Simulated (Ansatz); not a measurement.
Relaxation of the outer planes of the (210) surface of bcc Ta in its 1x1 cell, outermost plane spacing 0.74 Å in the ideal cut.

These are PBE (plane waves to 420 eV, PAW; Ansatz, a quantum-chemistry and plane-wave program) values and carry that method's errors.

Slab: 15 atoms, 10.4 Å thick at the start (thin: gaps and levels are the slab's own); k 11x5x1, smearing 0.1 eV, dipole-corrected; all atoms relaxed; symmetry of the start imposed; no spin, no spin-orbit, no U.

| plane | atoms | bulk spacing to the next (Å) | relaxed spacing (Å) | change (%) | rumpling (Å) |
|---|---|---|---|---|---|
| 1 | Ta | 0.742 | … | … | 0.00 |
| 2 | Ta | 0.742 | 0.692 | -6.7 | 0.00 |

What belongs in the gaps?


- 1, relaxed spacing (Å): 0.491
- 1, change (%): -33.9
